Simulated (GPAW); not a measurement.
Worked example: self-consistent single point of In₂Au₃ (P-3m1, 5 atoms in the cell) in GPAW

Method of the run: PBEsol, GPAW PAW datasets PBEsol (made by gpaw-setup) (plane waves; GPAW 25.7.0).

The input file:

```python
from ase import Atoms
from ase.units import GPa
from gpaw import GPAW, PW

atoms = Atoms(['In', 'In', 'Au', 'Au', 'Au'],
              cell=[[4.574008, 0.000000, 0.000000],
                    [-2.287004, 3.961207, 0.000000],
                    [0.000000, 0.000000, 5.688738]],
              positions=[[2.287006, 1.320401, 1.829896],
                         [-0.000002, 2.640806, 3.858842],
                         [2.287006, 1.320401, 4.588195],
                         [-0.000002, 2.640806, 1.100543],
                         [0.000000, 0.000000, 0.000000]],
              pbc=True)

calc = GPAW(mode=PW(600),
            xc='PBEsol',
            kpts=(7, 7, 5),
            occupations={'name': 'methfessel-paxton', 'width': 0.136, 'order': 0},
            nbands=-9,
            convergence={'density': 1e-05},
            symmetry={'symmorphic': False, 'tolerance': 0.0005},
            maxiter=100,
            txt='-')

atoms.calc = calc

energy = atoms.get_potential_energy()
print('Energy (eV):', round(energy, 6))
forces = atoms.get_forces()
print('Forces (eV/Ang):')
print(forces.round(5))
stress = atoms.get_stress()
print('Stress (GPa, Voigt):', (stress / GPa).round(4))
```

Output (repeated stretches shortened):

```
Input parameters:
  convergence: {density: 1e-05}
  kpts: [7 7 5]
  maxiter: 100
  mode: {ecut: 600.0,
         name: pw}
  nbands: -9
  occupations: {name: methfessel-paxton,
                order: 0,
                width: 0.136}
  symmetry: {symmorphic: False,
             tolerance: 0.0005}
  xc: PBEsol

species:
  In:
    name: Indium
    Z: 49.0
    valence: 13
    core: 36
    charge: 0.0
    file: In.PBEsol.gz

    # Using partial waves for In as LCAO basis

  Au:
    name: Gold
    Z: 79.0
    valence: 11
    core: 68
    charge: 0.0
    file: Au.PBEsol.gz

    # Using partial waves for Au as LCAO basis

Reference energy: -1869172.185613  # eV

Spin-paired calculation

Convergence criteria:
 Maximum [total energy] change in last 3 cyles: 0.0005 eV / valence electron
 Maximum integral of absolute [dens]ity change: 1e-05 electrons / valence electron
 Maximum integral of absolute [eigenst]ate change: 4e-08 eV^2 / valence electron
 Maximum number of scf [iter]ations: 100

Symmetries present (total): 12
Symmetries with fractional translations: 0
245 k-points: 7 x 7 x 5 Monkhorst-Pack grid
32 k-points in the irreducible part of the Brillouin zone
       k-points in crystal coordinates                weights
   0:     0.00000000    0.00000000    0.00000000          1/245
   1:     0.00000000    0.00000000    0.20000000          2/245
   2:     0.00000000    0.00000000    0.40000000          2/245
   [... 7 lines left out ...]
          ...
  31:     0.42857143    0.42857143    0.40000000         12/245

Wave functions: Plane wave expansion
  Cutoff energy: 600.000 eV
  Number of coefficients (min, max): 3394, 3455
  Pulay-stress correction: 0.000000 eV/Ang^3 (de/decut=0.000000)

Occupation numbers: Methfessel-Paxton:
  width: 0.1360  # eV
  order: 0

Eigensolver

Densities:
  Coarse grid: 27*27*35 grid
  Fine grid: 54*54*70 grid
  Total Charge: 0.000000

Density mixing:
  Method: separate
  Backend: pulay
  Linear mixing parameter: 0.05
  old densities: 5
  Damping of long wavelength oscillations: 50

Hamiltonian:
  XC and Coulomb potentials evaluated on a 54*54*70 grid
  External potential:
    NoExternalPotential

XC parameters: PBEsol with 2 nearest neighbor stencil

Number of atoms: 5
Number of atomic orbitals: 45
Number of bands in calculation: 38
Number of valence electrons: 59
Bands to converge: occupied

Density initialized from atomic densities
  38 bands from LCAO basis set

Atomic positions and initial magnetic moments

Positions:
   0 In     2.287006    1.320401    1.829896    ( 0.0000,  0.0000,  0.0000)
   1 In    -0.000002    2.640806    3.858842    ( 0.0000,  0.0000,  0.0000)
   2 Au     2.287006    1.320401    4.588195    ( 0.0000,  0.0000,  0.0000)
   3 Au    -0.000002    2.640806    1.100543    ( 0.0000,  0.0000,  0.0000)
   4 Au     0.000000    0.000000    0.000000    ( 0.0000,  0.0000,  0.0000)

Unit cell:
           periodic     x           y           z      points  spacing
  1. axis:    yes    4.574008    0.000000    0.000000    27     0.1467
  2. axis:    yes   -2.287004    3.961207    0.000000    27     0.1467
  3. axis:    yes    0.000000    0.000000    5.688738    35     0.1625

  Lengths:   4.574008   4.574008   5.688738
  Angles:   90.000000  90.000000 120.000001

Effective grid spacing dv^(1/3) = 0.1593

     iter     time        total  log10-change:
                         energy   eigst   dens
iter:   1 --:--:--   -20.669143
iter:   2 --:--:--   -20.243470   -1.67  -1.30
iter:   3 --:--:--   -19.346436   -0.84  -1.33
iter:   4 --:--:--   -18.956242   -1.94  -1.73
iter:   5 --:--:--   -18.891122   -1.98  -1.70
iter:   6 --:--:--   -19.093163   -1.80  -2.08
iter:   7 --:--:--   -18.904352   -2.59  -1.90
iter:   8 --:--:--   -18.864376   -3.01  -2.20
iter:   9 --:--:--   -18.851533   -3.19  -2.45
iter:  10 --:--:--   -18.851318c  -4.19  -3.06
iter:  11 --:--:--   -18.850539c  -4.68  -3.38
iter:  12 --:--:--   -18.850390c  -5.22  -3.41
iter:  13 --:--:--   -18.850133c  -4.97  -3.52
iter:  14 --:--:--   -18.850122c  -5.88  -3.81
iter:  15 --:--:--   -18.850112c  -6.22  -3.91
iter:  16 --:--:--   -18.850119c  -6.42  -4.23
iter:  17 --:--:--   -18.850114c  -7.50c -4.29
iter:  18 --:--:--   -18.850111c  -6.69  -4.31
iter:  19 --:--:--   -18.850112c  -7.91c -4.36
iter:  20 --:--:--   -18.850113c  -7.35  -4.43
iter:  21 --:--:--   -18.850114c  -7.93c -4.67
iter:  22 --:--:--   -18.850114c  -8.73c -4.79
iter:  23 --:--:--   -18.850115c  -7.95c -4.85
iter:  24 --:--:--   -18.850115c  -8.91c -4.99
iter:  25 --:--:--   -18.850115c  -8.53c -5.08c

Converged after 25 iterations.

Dipole moment: (-0.000000, 0.000000, -0.000000) |e|*Ang

Energy contributions relative to reference atoms: (reference = -1869172.185613)

Kinetic:        -11.576553
Potential:       +8.767926
External:        +0.000000
XC:             -16.779200
Entropy (-ST):   -0.013991
Local:           +0.744709
SIC:             +0.000000
--------------------------
Free energy:    -18.857110
Extrapolated:   -18.850115

Showing only first 2 kpts
 Kpt  Band  Eigenvalues  Occupancy
  0    27      6.01097    2.00000
  0    28     10.06391    0.00000
  0    29     10.76790    0.00000
  0    30     10.76794    0.00000

  1    27      7.80576    2.00000
  1    28      9.98280    0.00000
  1    29     10.80619    0.00000
  1    30     10.80623    0.00000

Fermi level: 8.42305

No gap
No difference between direct/indirect transitions
Energy (eV): -18.850115

Forces in eV/Ang:
  0 In   -0.00000    0.00000    0.04600
  1 In   -0.00000   -0.00000   -0.04600
  2 Au    0.00000    0.00000    0.04042
  3 Au   -0.00000    0.00000   -0.04042
  4 Au    0.00000    0.00000    0.00000

Stress tensor:
    -0.007722    -0.000000     0.000000
    -0.000000    -0.007722    -0.000000
     0.000000    -0.000000    -0.003240
Stress (GPa, Voigt): [-1.2372 -1.2372 -0.5192 -0.      0.     -0.    ]
```

The run converged in 25 iterations. GPAW prints stress with tension positive.

The starting cell comes from a database of computed structures (which also holds hypothetical and non-ambient phases and stackings), without a prior relaxation at this level. Its lattice was rescaled by a random factor within 2.5 % of one. Spin-orbit coupling is off.

Cost on one core of a shared machine: roughly 2 min.
